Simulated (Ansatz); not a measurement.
**Ti: response to strain**

The parent structure is Ti in the hcp (Mg type) structure (space group P6_3/mmc, No. 194; a = 2.936 Å, c = 4.640 Å; relaxed with 0.1 eV smearing).

Strains are applied to the cell and any free atomic positions relax.

Calculations: r2SCAN, PAW, 500 eV (Ansatz, a quantum-chemistry and plane-wave program; no spin-orbit coupling).

Notes on the quantities. energy relative to the base: free energy F.

```csv
isotropic strain (%),energy relative to the base (meV/atom)
0,0.0
0.5,1.4
1,5.5
1.5,?
2,21.6
2.5,33.4
3,47.5
```

Question: Fit ΔE = Aε² + Bε³ (ε in %) to the rows shown and predict the withheld row.

Answer: Least squares on the printed values gives A = 5.65 and B = -0.12 meV/atom (largest residual 0.0 meV/atom); this predicts 12.3 meV/atom, and the run gives 12.3 meV/atom, in agreement.

Stability against distortions was not tested. All final runs are without spin polarisation.
